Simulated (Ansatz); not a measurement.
```
CELL_PARAMETERS angstrom
      3.91453     0.05598     0.00000
      0.05598     3.91453     0.00000
      0.00000     0.00000     3.91453
ATOMIC_POSITIONS crystal
  Tl 0.00000 0.00000 0.00000
  Br 0.50000 0.50000 0.50000
```

No spin polarisation.

Computed with PBEsol (Ansatz, an electronic-structure program), no spin-orbit coupling. Settings: 9×9×9 k-points, 0.05 eV Fermi–Dirac smearing.

What is the computed space group?

Cmmm (No. 65).

Estimate the gap character.

Direct at S.

What electron mass does the calculation give?

0.14 mₑ along k, 0.20 mₑ across (at X).

With Tl present, leaving out spin-orbit coupling can change the band edges. The cells carry an imposed strain or load. Masses are band curvatures over ±0.01 Å⁻¹ around the edge. Along k means along the line from Γ to the band edge. Stability against distortions was not tested. The cell was made from TlBr in the CsCl type structure (space group Pm-3m, No. 221) by this change: tensor shear ε_xy = +1.43 %.
